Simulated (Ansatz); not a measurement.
System: L1₀ (CuAu-type) TiAl. Method: PBEsol in Ansatz (PAW).

Settings: plane-wave cutoff 520 eV, 18×18×12 k mesh (along the axes of the cell as run), Fermi–Dirac smearing 0.1 eV, perturbation theory, force constants from a 6×6×4 q mesh, no spin polarisation, scalar-relativistic PAW data made under PBE.

Computed at the level's own relaxed cell. Harmonic vibrational thermodynamics at fixed volume:

```
T (K)  S_vib (J/K per mol of atoms)  C_V (J/K per mol of atoms)  F_vib (eV/atom)
-----  ----------------------------  --------------------------  ---------------
100                            4.98                       10.45           0.0434
300                           24.01                       22.18           0.0120
400                           30.57                       23.33          -0.0164
600                           40.23                       24.21          -0.0904
700                           43.98                       24.40          -0.1341
900                           50.14                       24.61          -0.2319
1000                          52.73                       24.67          -0.2852
```

The crystal is taken as a harmonic solid at every temperature: melting, phase changes and thermal expansion are not seen, nor the electrons' share in a metal.

Ansatz is an electronic-structure program.
